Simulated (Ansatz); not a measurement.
# TaTe (model structure, Pm-3m, No. 221, 2 atoms in the cell)

Method: LDA in Ansatz (PAW).

Run with plane-wave cutoff 520 eV, 18×18×14 k mesh (along the axes of the cell as run), Fermi–Dirac smearing 0.05 eV, scalar-relativistic PAW data made under PBE.

Cell (relaxed at this level):

```cif
data_TaTe
_chemical_formula_sum 'Ta1 Te1'
_space_group_name_H-M_alt 'P 1'
_space_group_IT_number 1
_cell_length_a 3.35652
_cell_length_b 3.35652
_cell_length_c 3.35647
_cell_angle_alpha 90.000
_cell_angle_beta 90.000
_cell_angle_gamma 90.000
loop_
_space_group_symop_operation_xyz
  'x, y, z'
loop_
_atom_site_label
_atom_site_type_symbol
_atom_site_fract_x
_atom_site_fract_y
_atom_site_fract_z
_atom_site_occupancy
Ta1 Ta 0.00000 0.00000 0.00000 1
Te1 Te 0.50000 0.50000 0.50000 1
```

For TaTe (model structure, Pm-3m, No. 221, 2 atoms in the cell), the band gap is zero (no gap) and the bulk modulus B0 is 168 GPa.

Note: the bulk modulus is −V dP/dV from two relaxed cells at ±2 % in volume; the relaxation could raise the start's symmetry but not lower it, so the cell can be a saddle point.

Spin–orbit coupling is not included; it can open a gap where bands touch, and shift volumes and moduli.

Static lattice: no zero-point or thermal effects.

Cost on a shared machine: around 70 core-seconds (rough).

A model structure was made by putting elements into a prototype or built by hand; it is no filed structure, need not be a known phase, and can be a saddle point held by its symmetry.

Ansatz is a quantum-chemistry and plane-wave program.
